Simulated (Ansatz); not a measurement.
## Effect of biaxial strain −2.00 %, plane normal [001], relaxed out of plane on TiC

Base system: TiC in the rock salt structure (space group Fm-3m, No. 225; a = 4.2609 Å; relaxed with 0.1 eV smearing). Axes: x, y, z lie along the cube axes.

The change: biaxial strain −2.00 %, plane normal [001], relaxed out of plane (Cartesian); in-plane vectors clamped, the third vector and the atoms free.

Calculations: LDA, PAW, 420 eV (Ansatz, a first-principles code; no SOC). k-mesh 23×23×23 (Γ-centred); smearing 0.1 eV (Fermi–Dirac).

The volume per atom drops by 0.30 Å³ (9.67 Å³ → 9.37 Å³) and the space group goes from Fm-3m (No. 225) to I4/mmm (No. 139). The shortest interatomic distance drops by 0.081 bohr (4.026 bohr → 3.945 bohr) and the energy grows by 17 meV/atom. The band gap remains zero and the out-of-plane strain amounts to +0.91 %. The ratio −ε⊥/ε∥ is 0.46 and the mean in-plane stress (compression positive) is +14.8 GPa.

Final structure (turned so that z lies along the plane normal):

```
TiC
1.0
    2.95267     0.00000     0.00000
    0.00000     2.95267     0.00000
    1.47633    -1.47633     2.14994
Ti C
1 1
Direct
  0.00000   0.00000   0.00000
  0.50000   0.50000   0.00000
```

Stability against distortions was not tested. All final runs are without spin polarisation.
